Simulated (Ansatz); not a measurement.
Results of PBEsol (Ansatz, a quantum-chemistry and plane-wave program, plane waves, PAW) for Ag2S (within 0.1 Å of Cmcm, No. 63, 12 atoms in the cell; start mp-1102900).

Run with plane-wave cutoff 500 eV, 10×6×6 k mesh (along the axes of the cell as run), gaussian smearing 0.02 eV, no spin polarisation, scalar-relativistic PAW data made under PBE.

Cell (relaxed at this level):

```cif
data_Ag8S4
_chemical_formula_sum 'Ag8 S4'
_space_group_name_H-M_alt 'Cmcm'
_space_group_IT_number 63
_space_group_name_Hall '-C 2c 2'
_cell_length_a 4.65168
_cell_length_b 6.93331
_cell_length_c 7.21113
_cell_angle_alpha 90.000
_cell_angle_beta 90.000
_cell_angle_gamma 90.000
loop_
_atom_site_label
_atom_site_type_symbol
_atom_site_symmetry_multiplicity
_atom_site_Wyckoff_symbol
_atom_site_fract_x
_atom_site_fract_y
_atom_site_fract_z
_atom_site_occupancy
Ag1 Ag 4 b 0.00000 0.50000 0.00000 1
Ag2 Ag 4 c 0.00000 0.10655 0.25000 1
S1 S 4 c 0.00000 0.72677 0.25000 1
```

### Question
What does this level give for the band gap?

### Answer

- band gap: 0.95 eV (on the SCF k mesh)

Spin–orbit coupling is not included.

Static lattice: no zero-point or thermal effects.

It cost very roughly 25 core-minutes of CPU time.

A start named mp-… is a Materials Project structure, which need not be a measured phase.
